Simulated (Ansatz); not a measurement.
Consider interstitial Li in chalcopyrite CuGaSe2, charge state +1. Method: PBE, PAW (plane waves to 420 eV; Ansatz, a program for electronic structure).

64-site cell at the relaxed PBE lattice, one k-point at (0.250, 0.250, 0.250), smearing 0.05 eV, spin-restricted, no finite-size correction. No zero-point or tunnelling terms. PBE gaps are too small, and in this host the defect's levels may merge with the bands. The charge state is imposed; whether it is stable for some Fermi level was not computed. Sites that were not tried may lie lower. The start lies 0.062 eV above the lowest site run (PBE).

Barriers: single points on a 2×2×2 k-point mesh shifted by half a step at the bands' geometries.

Relaxed starting cell (atoms counted from 1):

```
CELL_PARAMETERS angstrom
     11.33965     0.00000     0.00000
      0.00000    11.33965     0.00000
      0.00000     0.00000    11.26718
ATOMIC_POSITIONS crystal
  Cu 0.99997 0.00069 0.00072
  Cu 0.00092 0.50192 0.99929
  Cu 0.50137 0.00195 0.00026
  Cu 0.49904 0.50031 0.00210
  Cu 0.00191 0.24764 0.25285
  Cu 0.99975 0.75002 0.25110
  Cu 0.50071 0.25056 0.25160
  Cu 0.49324 0.75711 0.24567
  Ga 0.24978 0.24994 0.00048
  Ga 0.24910 0.74906 0.99946
  Ga 0.74880 0.24829 0.99781
  Ga 0.75079 0.75123 0.00003
  Ga 0.24883 0.00061 0.25080
  Ga 0.24995 0.49932 0.24881
  Ga 0.75272 0.00133 0.24824
  Ga 0.75802 0.49195 0.24246
  Se 0.37768 0.37383 0.12549
  Se 0.37484 0.87753 0.12187
  Se 0.88239 0.36931 0.12083
  Se 0.87865 0.87436 0.12495
  Se 0.12385 0.37256 0.37461
  Se 0.12413 0.87092 0.37453
  Se 0.62402 0.37369 0.37455
  Se 0.62408 0.87430 0.37490
  Se 0.12136 0.12403 0.12453
  Se 0.12112 0.62443 0.12510
  Se 0.62154 0.12478 0.12526
  Se 0.62269 0.62349 0.12636
  Se 0.37439 0.12778 0.37496
  Se 0.37552 0.62629 0.37662
  Se 0.87389 0.12786 0.37643
  Se 0.87264 0.62665 0.37444
  Cu 0.24722 0.24840 0.49910
  Cu 0.25001 0.75099 0.50080
  Cu 0.74888 0.25166 0.50074
  Cu 0.75627 0.75759 0.50754
  Cu 0.24962 0.99972 0.75172
  Cu 0.24883 0.50107 0.75255
  Cu 0.74838 0.00112 0.75195
  Cu 0.75084 0.49926 0.75004
  Ga 0.00144 0.00080 0.49978
  Ga 0.00001 0.49970 0.50202
  Ga 0.49728 0.00157 0.50285
  Ga 0.49213 0.49190 0.50835
  Ga 0.00007 0.24997 0.75040
  Ga 0.00138 0.74913 0.75178
  Ga 0.50047 0.24821 0.75286
  Ga 0.49917 0.75141 0.75079
  Se 0.12758 0.12412 0.62596
  Se 0.12798 0.62482 0.62503
  Se 0.62752 0.12511 0.62526
  Se 0.62616 0.62365 0.62371
  Se 0.37365 0.12072 0.87532
  Se 0.37487 0.62124 0.87475
  Se 0.87441 0.12095 0.87425
  Se 0.87328 0.62121 0.87441
  Se 0.36611 0.36917 0.62858
  Se 0.37022 0.87430 0.62532
  Se 0.87131 0.37384 0.62462
  Se 0.87504 0.87800 0.62907
  Se 0.12430 0.37718 0.87546
  Se 0.12441 0.87748 0.87593
  Se 0.62413 0.37854 0.87535
  Se 0.62429 0.87771 0.87561
  Li 0.62518 0.64117 0.37567
```
Cell charge +1.

End state 1 differs by these moves (Å; atoms that move under 0.08 Å are left out):

```
atom  element     Δx     Δy     Δz
----  -------  -----  -----  -----
8          Cu   0.11  -0.08   0.06
12         Ga  -0.01  -0.02  -0.09
15         Ga  -0.04   0.10   0.03
16         Ga  -0.08  -0.03   0.09
32         Se   0.04  -0.08   0.04
36         Cu  -0.08  -0.09  -0.09
42         Ga   0.08  -0.06   0.06
44         Ga   0.08   0.09  -0.09
57         Se   0.06   0.05  -0.05
60         Se  -0.04  -0.06  -0.06
65         Li   1.43   1.24  -1.33
```

### Question
Estimate the forward and backward barriers to end state 1 that PBE, PAW returns for this input.

### Answer
forward 0.27 eV, backward 0.33 eV; at the saddle point atom 65 has neighbours 2 Cu at 2.46; Ga at 2.63; Se at 2.36, Se at 2.42, Se at 2.44 Å. The saddle point's order was not checked.

End state 2 differs by these moves (Å; atoms that move under 0.08 Å are left out):

```csv
atom,element,Δx,Δy,Δz
8,Cu,0.08,-0.08,0.05
16,Ga,-0.10,0.09,0.00
36,Cu,-0.09,-0.11,-0.08
42,Ga,0.12,-0.01,-0.01
44,Ga,-0.03,0.10,-0.08
45,Ga,0.06,-0.07,0.08
48,Ga,-0.05,0.06,0.07
52,Se,-0.07,0.02,0.05
59,Se,0.09,-0.02,0.03
60,Se,-0.05,-0.06,-0.06
65,Li,1.42,-1.59,1.48
```

### Question
What forward and backward barriers to end state 2 does PBE, PAW give?

### Answer
forward 0.42 eV, backward 0.48 eV; at the saddle point atom 65 has neighbours Cu at 2.45; 2 Ga at 2.60; Se at 2.37, Se at 2.38, Se at 2.47 Å. The saddle point's order was not checked.
